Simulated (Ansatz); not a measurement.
## SnO2 (P4_2/mnm): band-edge transport data

Consider the following.

```yaml
crystal:
  lattice:
    - [4.76895, 0.00000, 0.00000]
    - [0.00000, 4.76942, 0.00000]
    - [0.00000, 0.00000, 3.21200]
  atoms:
    - { symbol: Sn, position: [0.50000, 0.50000, 0.50000] }
    - { symbol: Sn, position: [0.00000, 0.00000, 0.00000] }
    - { symbol: O, position: [0.30621, 0.30635, 0.00000] }
    - { symbol: O, position: [0.69379, 0.69365, 0.00000] }
    - { symbol: O, position: [0.80621, 0.19365, 0.50000] }
    - { symbol: O, position: [0.19379, 0.80635, 0.50000] }
```

These are PBEsol with spin-orbit coupling, rigid bands (plane waves, PAW; Ansatz, a quantum-chemistry and plane-wave program) values and carry that method's errors. Cell: cell and atoms relaxed with PBEsol.

```json
{
 "band_gap": "0.93 eV",
 "electron conductivity mass (300 K, dilute)": "0.198 (x), 0.198 (y), 0.177 (z) mₑ",
 "hole conductivity mass (300 K, dilute)": "1.41 (x), 1.40 (y), 1.97 (z) mₑ",
 "effective density of states N_c (300 K)": "2.0e18 cm⁻³",
 "effective density of states N_v (300 K)": "4.8e19 cm⁻³",
 "density_of_states_mass_electrons": "0.187 mₑ",
 "density_of_states_mass_holes": "1.53 mₑ",
 "Seebeck coefficient, n-type 1e19 cm⁻³, 300 K": "-110 μV/K",
 "best n-type power factor at 300 K for τ = 10 fs (best axis; densities from 1e16 to 1e21 cm⁻³ tried, whether or not they can be reached)": "1.88 μW/(cm·K²) at 1e19 cm⁻³",
 "Seebeck coefficient, p-type 1e19 cm⁻³, 300 K": "346 μV/K",
 "best p-type power factor at 300 K for τ = 10 fs (best axis; densities from 1e16 to 1e21 cm⁻³ tried, whether or not they can be reached)": "5.1 μW/(cm·K²) at 1e20 cm⁻³"
}
```

Rigid bands; masses and Seebeck coefficients take one relaxation time τ for all states and one kind of carrier; polarons and phonon drag are left out.
